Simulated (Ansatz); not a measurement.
**A computed series for hypothetical Fddd MoSi2: pressure series**

The parent structure is MoSi2 (space group Fddd, No. 70; a = 4.5712 Å, b = 7.9585 Å, c = 8.7266 Å; a hypothetical phase, not in the database extracts checked).

Cell and atoms are relaxed at each pressure.

Level of theory: Kohn–Sham DFT with the PBEsol functional, run in Ansatz (an electronic-structure program) with PAW and 420 eV plane waves, scalar-relativistic without spin-orbit coupling.

Notes on the quantities. enthalpy: H = E + PV relative to the base's energy.

| variant | volume per atom | enthalpy |
|---|---|---|
| base | 13.23 Å³ | – |
| pressure −2 GPa | 13.35 Å³ | -0.17 eV/atom |
| pressure −1 GPa | 13.29 Å³ | -0.08 eV/atom |
| pressure 0.3 GPa | 13.21 Å³ | +0.02 eV/atom |
| pressure 0.7 GPa | ___ | +0.06 eV/atom |
| pressure 1.5 GPa | 13.14 Å³ | +0.12 eV/atom |
| pressure 3 GPa | 13.05 Å³ | +0.25 eV/atom |
| pressure 5 GPa | 12.94 Å³ | +0.41 eV/atom |
| pressure 7.5 GPa | 12.81 Å³ | +0.61 eV/atom |
| pressure 10 GPa | 12.68 Å³ | +0.81 eV/atom |

Q: What belongs in the blanks?

A: 
- pressure 0.7 GPa, volume per atom: 13.19 Å³

Load acts through the strain it causes; cell and atoms are relaxed under it. Stability against distortions was not tested. No other phases were tried under pressure. The final runs are not spin-polarised.
